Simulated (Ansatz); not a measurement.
An Ansatz (an electronic-structure program) input (Ansatz PBEsol, without spin-orbit coupling):

Ansatz 0.2 input:
```yaml
crystal:
  lattice:
    - [-0.0774067845, 2.4189620155, 2.4189620155]
    - [2.4189620155, -0.0774067845, 2.4189620155]
    - [2.341555231, 2.341555231, 0]
  atoms:
    - { symbol: S, position: [0.25, 0.25, 0.25] }
    - { symbol: Be, position: [0, 0, 0] }
basis: { ecutwfc: 420, ecutrho_ratio: 4, xc_grid: 2, fft_grid_basis: typed }
kpoints: { mp_grid: { grid: [12, 12, 12] } }
hamiltonian:
  xc: pbesol
  dispersion: none
  pseudopotentials: { kind: paw }
scf: { occupations: { method: fermi_dirac, width: 0.05 }, convergence: { dr2_threshold: 0.0000000002 } }
relax: { f_tol: 0.005, max_steps: 50 }
output: { forces: true, stress: true }
checkpoint: { write: state.ck, write_every: 1000 }
```

Task: Which symmetry and how many k-points will the program report, and about how many plane waves at Γ?

Result: Space group Imm2 (ITA 44) with 4 operations, k-points 280 of 1728, and 553 plane waves at Γ.

Task: And the final pressure?

Result: 0.21 GPa (compression positive).

The cells carry an imposed strain or load. Whether these cells are dynamically stable was not tested. The cell was made from BeS in the zinc blende structure (space group F-43m, No. 216) by this change: tensor shear ε_xy = −3.20 %.
